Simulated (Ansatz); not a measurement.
# Be: isotropic strain −3.00 %

The reference is Be in the hcp (Mg type) structure (space group P6_3/mmc, No. 194; a = 2.255 Å, c = 3.558 Å; relaxed with 0.1 eV smearing).

Now apply this change: every lattice vector is shortened by 3.00 %; the atoms relax in the strained cell.

Calculations: PBEsol (Ansatz, an electronic-structure program), spin-orbit coupling left out. Γ-centred 29×29×16 mesh, Fermi–Dirac width 0.1 eV.

The volume per atom drops by 0.684 Å³ to 7.15 Å³ and the space group stays P6_3/mmc (No. 194). The shortest interatomic distance decreases by 0.0661 Å, from 2.205 Å to 2.138 Å and the energy grows by 26 meV/atom. The band gap stays zero.

Whether these cells are dynamically stable was not tested.
